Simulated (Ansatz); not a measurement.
Ansatz (an electronic-structure program) is run on Mg6TiSi (Amm2, 8 atoms in the cell), and the run fails. The aim is a self-consistent single point with DFT, PBEsol, plane waves, default PAW files made with PBE.

Cell that was meant: a = 5.0126 Å, b = 6.2043 Å, c = 6.2043 Å, α = 56.30°, β = 90.00°, γ = 90.00°.

Part of the input:

Ansatz 0.2 input:
```yaml
  spin_polarized: true
scf:
  occupations: { method: cold, width: 0.272 eV }
  max_iter: 4
output:
  forces: true
  eigenvalues: true
```

Output, abridged:

```
SCF iter   1: F=—  HF=-14568.008960 eV  |F-HF|=—  |Δ(HF+E_count)|=         —  Δρ=2.34e-2 (↑2.34e-2 ↓2.34e-2)  dr2=1.12e1  dr2_m=3.17e-2  M=1.173 μB ∫|m|=1.326 μB  β_m=1.00  ethr=3.10e-3  ⟨swp⟩=6.6  Hψ=7452  notcnv=0
all-band conjugate gradients solve this SCF's bands
preconditioner: auto → Kerker (q_TF=auto, 2.409 Å⁻¹)
   [... lines left out ...]
SCF iter   3: F=—  HF=-14567.318653 eV  |F-HF|=—  |Δ(HF+E_count)|=   1.72e-1  S|Δr|=    0.00e0  Δρ=8.41e-3 (↑8.41e-3 ↓6.58e-3)  dr2=8.70e-1  dr2_m=1.13e-2  M=1.003 μB ∫|m|=1.158 μB  β_m=0.05  ethr=1.93e-3  ⟨swp⟩=6.2  Hψ=12548  notcnv=0
SCF iter   4: F=—  HF=-14567.258805 eV  |F-HF|=—  |Δ(HF+E_count)|=   5.98e-2  S|Δr|=    0.00e0  Δρ=7.55e-3 (↑7.55e-3 ↓5.57e-3)  dr2=5.60e-1  dr2_m=6.57e-3  M=0.989 μB ∫|m|=1.149 μB  β_m=0.27  ethr=1.14e-3  ⟨swp⟩=5.5  Hψ=10661  notcnv=0
Error: did not converge after 4 iterations: dr2 = 5.60e-1 (threshold 1.00e-7), under the density mixer `msr1`, which `scf.mixing.algorithm: auto` chose by the deck's other keys (type `scf.mixing.algorithm: msr1` to keep it); raise `scf.max_iter`, which need not help a stalled SCF, or adjust the mixing (`scf.mixing`) or, under a smearing, its width (`scf.occupations.width`, in either direction: another width is another result); this SCF holds its density and magnetisation to the symmetry operations that it keeps, and cannot end on a state that breaks one of them: if the state sought breaks one, re-run with `crystal.symmetry.detect: false`, without `crystal.symmetry.time_reversal: [...]
```

Find the mistake and give the fix.

The fault is an iteration limit that is too low. The loop is cut before its threshold is met, so whatever is printed at the end is not self-consistent. To fix it, raise the limit, or leave it to the default. The run ended unconverged after 4 iterations.

The sound input it was made from differs as follows (other fixes are possible):
```diff
-  max_iter: 4
```

With that input, the run converged in 19 iterations: free energy E − TS (on the zero of these files) -14567.0950 eV; Fermi level (on the code's own zero) 7.24 eV; pressure -1.24 GPa; largest force (vector length) 0.081 eV/Å; size of the cell's spin moment 0.82 μB (DFT, PBEsol, plane waves, default PAW files made with PBE).

On the sound input: the starting cell comes from a database of computed structures (which also holds hypothetical and non-ambient phases and stackings), without a prior relaxation at this level. With one magnetic atom in the cell only a parallel order is possible. Ansatz's pressure includes its estimate of the finite-basis (Pulay) stress.
